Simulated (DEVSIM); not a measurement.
Device: Schottky contact on n-type Si, at 300 K.

| layer (left to right) | material | thickness (μm) | Nd (cm⁻³) | τn (s) | τp (s) |
|---|---|---|---|---|---|
| 1 | Si | 0.640 | 1.5e16 | 0.00056 | 0.00056 |
| 2 | Si | 8.70 | 2e18 | 0.00056 | 0.00056 |

Left contact: Schottky, work function 4.75 eV, emission velocity 2.5e6 cm/s. Right contact: ohmic. Voltage is applied to the left contact. Recombination: SRH at mid-gap, radiative, Auger. Mobility is constant in doping.

Constants are typed, rounded textbook-type inputs, not results; the design itself was drawn at random and stands for no fabricated device. Values at 300 K.

```tsv
parameter	Si
gap (eV)	1.124
affinity (eV)	4.05
permittivity	11.7
Nc (cm⁻³)	2.86e19
Nv (cm⁻³)	3.1e19
μn (cm²/Vs)	1417
μp (cm²/Vs)	470
B (cm³/s)	4.7e-15
Cn (cm⁶/s)	2.8e-31
Cp (cm⁶/s)	9.9e-32
```

Model (solved in DEVSIM): 1D drift-diffusion, Boltzmann statistics, complete ionisation; no tunnelling, impact ionisation, image-force lowering or self-heating. Metal contacts follow the ideal Schottky-Mott rule: no Fermi-level pinning, no interface dipoles.

The metal work function was swept, all else fixed.

```json
[
 {"metal work function (eV)": "4.6", "dark forward voltage at 1 A/cm² (V)": "0.132", "potential step across the device at zero bias (V)": "0.481", "dark forward voltage at 100 A/cm² (V)": "0.254"},
 {"metal work function (eV)": "4.65", "dark forward voltage at 1 A/cm² (V)": "0.181", "potential step across the device at zero bias (V)": "0.531", "dark forward voltage at 100 A/cm² (V)": "0.304"},
 {"metal work function (eV)": "4.7", "dark forward voltage at 1 A/cm² (V)": "0.231", "potential step across the device at zero bias (V)": "0.581", "dark forward voltage at 100 A/cm² (V)": "0.354"},
 {"metal work function (eV)": "4.75", "dark forward voltage at 1 A/cm² (V)": "0.281", "potential step across the device at zero bias (V)": "0.631", "dark forward voltage at 100 A/cm² (V)": "0.404"},
 {"metal work function (eV)": "4.8", "dark forward voltage at 1 A/cm² (V)": "0.331", "potential step across the device at zero bias (V)": "0.681", "dark forward voltage at 100 A/cm² (V)": "0.454"},
 {"metal work function (eV)": "4.85", "dark forward voltage at 1 A/cm² (V)": "0.381", "potential step across the device at zero bias (V)": "0.731", "dark forward voltage at 100 A/cm² (V)": "0.504"},
 {"metal work function (eV)": "4.9", "dark forward voltage at 1 A/cm² (V)": "0.431", "potential step across the device at zero bias (V)": "0.781", "dark forward voltage at 100 A/cm² (V)": "0.554"},
 {"metal work function (eV)": "4.95", "dark forward voltage at 1 A/cm² (V)": "0.481", "potential step across the device at zero bias (V)": "0.831", "dark forward voltage at 100 A/cm² (V)": "0.604"}
]
```

From the first row to the last the dark forward voltage at 1 A/cm² goes from 0.132 to 0.481. From the first row to the last the potential step across the device at zero bias goes from 0.481 to 0.831.
